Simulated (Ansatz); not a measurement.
Start from TiO2 in the anatase structure (space group I4_1/amd, No. 141; a = 3.7988 Å, c = 9.7007 Å). Axes: x, y, z lie along a, b, c of the conventional cell.

Level of theory: PBE (Ansatz, a first-principles code, PAW, scalar-relativistic without spin-orbit coupling).

Modification: uniaxial strain ε_zz = +2.40 %, all other strain components held at zero, atoms relaxed at fixed cell.

Q: Predict the stress tensor and what it implies for the stiffness.

A: Stress of the strained cell less that of the base (GPa, compression positive):
```
  -3.27    0.00    0.00
   0.00   -3.27    0.00
   0.00    0.00   -4.45
```

Then −Δσ_ii/ε with ε = 0.0240 gives secant stiffness values (nonlinear terms included at this strain): C33 ≈ 186 GPa, C13 ≈ 136 GPa and C23 ≈ 136 GPa.

No phonon test of stability was made. The final runs are not spin-polarised.
